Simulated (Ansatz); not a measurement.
Results of PBEsol (PAW; Ansatz, a program for electronic structure) for TaSe2 (P6₃/mmc, No. 194; undistorted form, which takes a superstructure on cooling).

Q: Give the computed interlayer binding energy, layer repeat distance and gap between the layers.

A: 
- interlayer binding energy: 7.2 meV/Å²
- layer repeat distance: 6.329 Å
- gap between the layers: 2.989 Å

Note: the cell has widely spaced layers and the level no dispersion term, so their spacing and the moduli can rest on weak binding.

Spin–orbit coupling is not included.

Computed values are for the static lattice.
